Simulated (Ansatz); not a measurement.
HgO (P3₂21, No. 154, 6 atoms in the cell; start mp-1077107; a measured phase of this formula has another space group) was calculated with PBEsol (plane waves, PAW; Ansatz, a program for electronic structure).

Numerical settings: plane-wave cutoff 500 eV, 12×12×6 k mesh (along the axes of the cell as run), gaussian smearing 0.02 eV, scalar-relativistic PAW data made under PBE.

Cell (relaxed at this level):

```cif
data_Hg3O3
_chemical_formula_sum 'Hg3 O3'
_space_group_name_H-M_alt 'P 1'
_space_group_IT_number 1
_cell_length_a 3.61383
_cell_length_b 3.61383
_cell_length_c 8.74575
_cell_angle_alpha 90.000
_cell_angle_beta 90.000
_cell_angle_gamma 120.000
loop_
_space_group_symop_operation_xyz
  'x, y, z'
loop_
_atom_site_label
_atom_site_type_symbol
_atom_site_fract_x
_atom_site_fract_y
_atom_site_fract_z
_atom_site_occupancy
Hg1 Hg 0.76617 0.76617 0.00000 1
Hg2 Hg 0.23383 0.00000 0.66667 1
Hg3 Hg 0.00000 0.23383 0.33333 1
O1 O 0.45020 0.45020 0.50000 1
O2 O 0.54980 0.00000 0.16667 1
O3 O 0.00000 0.54980 0.83333 1
```

**Question.** Give the computed band gap.

**Answer.** 
- band gap = 1.44 eV (on the SCF k mesh)

Note: the relaxation could not lower the start's symmetry, so the cell can be a saddle point above a distorted one.

Spin–orbit coupling is not included.

Computed values are for the static lattice.

A start named mp-… is a Materials Project structure, which need not be a measured phase.
